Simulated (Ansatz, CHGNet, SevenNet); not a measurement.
# TaAs (I4₁md, No. 109, 4 atoms in the cell; start mp-1936): properties by level of theory

| level (code) | equilibrium lattice constant a (Å) | c axis length (Å) |
|---|---|---|
| CHGNet-r²SCAN | [?] | [?] |
| SevenNet-0 | 3.487 | 11.634 |
| PBEsol (Ansatz) | 3.429 | [?] |

Task: Complete the blanks.

Result: 
- CHGNet-r²SCAN, equilibrium lattice constant a (Å): 3.406
- CHGNet-r²SCAN, c axis length (Å): 12.096
- PBEsol (Ansatz, a program for electronic structure), c axis length (Å): 11.583

Caveats: the relaxation could not lower the start's symmetry, so the cell can be a saddle point above a distorted one (CHGNet-r²SCAN, SevenNet-0, PBEsol). Ansatz's density-functional and Hartree–Fock values are scalar-relativistic unless marked +SOC, with PAW data made under PBE.

Computed values are for the static lattice.

A start named mp-… is a Materials Project structure, which need not be a measured phase.
